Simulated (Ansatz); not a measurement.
Consider Al in the fcc (Cu type) structure (space group Fm-3m, No. 225; a = 3.992 Å). Axes: x, y, z lie along the cube axes.

Level of theory: DFT with r2SCAN, PAW potentials and a 500 eV plane-wave cutoff in Ansatz (a program for electronic structure), no spin-orbit coupling.

For the base:

| Quantity | Result |
|---|---|
| Pressure | 0.0 GPa |
| Shortest interatomic distance | 282.3 pm |

The change: tensor shear ε_xz = +2.81 % (engineering shear γ = 0.0562), atoms relaxed at fixed cell.

Predict the new pressure, energy relative to the base and shortest interatomic distance.

The pressure (mean of the normal stresses, compression positive) goes from zero to 0.5 GPa; the energy grows by 7.9 meV/atom; the shortest interatomic distance falls by 7.93 pm (282.3 pm → 274.3 pm).

Without a gap, meshes like the base's 20×20×20 leave anisotropic stresses uncertain by several tenths of a GPa, and small strain energies with them. The cells carry an imposed strain or load. No phonon test of stability was made.
